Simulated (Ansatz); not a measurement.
**Energy from pressure between two volumes: Rh (Fm-3m, 1 atom in the cell)**

```
CELL_PARAMETERS angstrom
      0.00000     1.90950     1.90950
      1.90950     0.00000     1.90950
      1.90950     1.90950     0.00000
ATOMIC_POSITIONS crystal
  Rh 0.00000 0.00000 0.00000
```

Method of the run: PBE (plane waves, PAW; Ansatz, a program for electronic structure).

Settings: basis.ecutwfc = 1010 eV; kpoints.mp_grid.grid = 15 15 15; hamiltonian.xc = pbe; hamiltonian.pseudopotentials = {kind: paw} (the program's default PAW files); scf.occupations.method = fermi_dirac; scf.occupations.width = 0.1 eV. This cutoff ends a ladder whose last two steps agree within 1 meV/atom.

The second cell is the first with its lattice scaled by 0.98, at the same fractional positions.

The starting cell has typed, rounded lattice constants, without a prior relaxation at this level. Its lattice was rescaled by up to half a per cent. Spin polarisation is off. Ansatz's pressure includes its estimate of the finite-basis (Pulay) stress.

| cell | volume (Å³/atom) | pressure (GPa) | F less the first cell's (meV/atom) |
|---|---|---|---|
| first | 13.9248 | 2.59 | 0.00 |
| second | 13.1059 | 21.56 | ? |

Task: Estimate the energy of the second cell from the pressures, and the bulk modulus between the two volumes.

Result: With P = −dF/dV, the trapezoid gives ΔF ≈ −(P₁ + P₂)/2 · ΔV = −(12.075 GPa) · (-0.8189 Å³) = 61.72 meV/atom (1 eV/Å³ = 160.22 GPa). The modulus at fixed fractional positions is B = −ΔP/Δln V = 313 GPa, a mean over the interval; zero pressure lies outside it, so this is not the modulus at equilibrium. P(V) is curved, so the trapezoid lies high by about |ΔV|³·B·(1 + B′)/(12·V̄²) = 2.45 meV/atom for an assumed B′ = 4, which leaves 59.27 meV/atom. The runs gave 58.83 meV/atom, a miss of 0.44 meV/atom. Cases were kept where this miss is small, so the page shows the method and is no test of it.

Left out of this page: 15 runs of the series outside the window shown, repeating another row's setting, or not comparable.

Keys are those of Ansatz 0.2.
